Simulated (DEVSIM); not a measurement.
Structure: In0.53Ga0.47As p-n junction from an implanted or diffused profile, at 300 K.

```tsv
layer (left to right)	material	thickness (μm)	Nd (cm⁻³)	τn (s)	τp (s)
1	In0.53Ga0.47As	120	1.8e14	2.2e-8	2.2e-9
```

Added acceptor profile: 2.9e17 cm⁻³ × exp(−(x − 0.18 μm)²/(2·(0.17 μm)²)). Left contact: ohmic. Right contact: ohmic. Voltage is applied to the left contact. Recombination: SRH at mid-gap, Auger. Mobility is μmin + (μ − μmin)/(1 + (N/Nref)^α).

This is a model device: material constants are rounded textbook-type values typed into the input, and sizes, dopings and lifetimes were drawn at random. Values at 300 K.

```csv
parameter,In0.53Ga0.47As
gap (eV),0.74
affinity (eV),4.51
permittivity,13.9
Nc (cm⁻³),2.1e17
Nv (cm⁻³),7.7e18
μn (cm²/Vs),12000
μp (cm²/Vs),300
"μn,min",300
"μp,min",10
"Nref,n",1.3e17
"Nref,p",4.9e17
αn,0.48
αp,0.4
Cn (cm⁶/s),5e-29
Cp (cm⁶/s),5e-29
```

Simulated with DEVSIM: 1D drift-diffusion, Boltzmann statistics, complete ionisation; no tunnelling, impact ionisation, image-force lowering or self-heating.

Question: Tabulate band edges, carrier densities and field at zero bias.

Answer: Energies count from the Fermi level of the right contact; mesh points crowd at the junctions.

| x (μm) | Ec (eV) | Ev (eV) | n (cm⁻³) | p (cm⁻³) | field (V/cm) |
|---|---|---|---|---|---|
| 0.000 | 0.641 | -0.099 | 3600000 | 1.7e17 | 1500 |
| 0.02814 | 0.645 | -0.095 | 3100000 | 1.9e17 | 1400 |
| 0.06700 | 0.649 | -0.091 | 2600000 | 2.3e17 | 1000 |
| 0.1207 | 0.654 | -0.086 | 2200000 | 2.7e17 | 530 |
| 0.2294 | 0.654 | -0.086 | 2200000 | 2.8e17 | -440 |
| 0.3449 | 0.643 | -0.097 | 3300000 | 1.8e17 | -1500 |
| 0.4962 | 0.610 | -0.130 | 1.2e7 | 5.0e16 | -2900 |
| 0.7104 | 0.529 | -0.211 | 2.7e8 | 2.2e15 | -4200 |
| 0.8736 | 0.465 | -0.275 | 3.3e9 | 1.8e14 | -3600 |
| 1.060 | 0.403 | -0.337 | 3.5e10 | 1.7e13 | -3000 |
| 1.528 | 0.287 | -0.453 | 3.1e12 | 1.9e11 | -1900 |
| 3.699 | 0.183 | -0.557 | 1.8e14 | 3.4e9 | ≈ 0 |
| 8.651 | 0.183 | -0.557 | 1.8e14 | 3.3e9 | ≈ 0 |
| 22.02 | 0.183 | -0.557 | 1.8e14 | 3.3e9 | ≈ 0 |
| 74.91 | 0.183 | -0.557 | 1.8e14 | 3.3e9 | ≈ 0 |
| 103.1 | 0.183 | -0.557 | 1.8e14 | 3.3e9 | ≈ 0 |
| 113.7 | 0.183 | -0.557 | 1.8e14 | 3.3e9 | ≈ 0 |
| 117.6 | 0.183 | -0.557 | 1.8e14 | 3.3e9 | ≈ 0 |
| 119.4 | 0.183 | -0.557 | 1.8e14 | 3.3e9 | ≈ 0 |
| 119.8 | 0.183 | -0.557 | 1.8e14 | 3.3e9 | ≈ 0 |
| 119.9 | 0.183 | -0.557 | 1.8e14 | 3.3e9 | ≈ 0 |
| 120.0 | 0.183 | -0.557 | 1.8e14 | 3.3e9 | ≈ 0 |
